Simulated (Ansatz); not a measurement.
Functionals compared on NH2 on the (100) surface of germanium (p(2x2) alternately buckled dimers; a constructed slab, bottom: dihydride, held), one in a cell of 66 Å², started at the site 'bridge Ge-Ge (span 4.1 Å)', in Ansatz (plane waves, PAW). The structure was relaxed with PBE; the other rows are single points on it, each with its references at the same level. Cutoff 420 eV (500 eV for r2SCAN).

Slab: 43 atoms, 11.3 Å thick at the start with caps and adatoms under the adsorbate (thin: gaps and levels are the slab's own); k 3x3x1, smearing 0.01 eV, dipole-corrected; 24 atoms held, the rest relaxed; no symmetry held; spin-polarised, no spin-orbit, no U, no dispersion correction. The slab shows no gap over 0.04 eV on its mesh. The starting moment vanished. At the end it is bonded to Ge. In PBE it is, or lies within 0.03 eV of, the lowest of the starts that converged. These notes are the PBE run's. RPBE: The program's check for a lower electronic state was not made. r2SCAN: The program's check for a lower electronic state was not made. Adsorption energies are against NH3(g) − ½ H2(g). A negative adsorption energy means that the adsorbate is more stable on the surface than in its reference.

```json
[
 {"functional": "PBE", "adsorption energy (eV)": "0.02", "work function of the top face (eV)": "4.66", "rough cost of the single point": "–"},
 {"functional": "RPBE", "adsorption energy (eV)": "0.09", "work function of the top face (eV)": "4.61", "rough cost of the single point": "roughly 16 core-minutes"},
 {"functional": "r2SCAN", "adsorption energy (eV)": "…", "work function of the top face (eV)": "…", "rough cost of the single point": "very roughly 29 core-minutes"}
]
```

Question: Some entries are withheld; supply them.

Answer: 
- r2SCAN, adsorption energy (eV): -0.01
- r2SCAN, work function of the top face (eV): 4.92

Ansatz is a quantum-chemistry and plane-wave program.
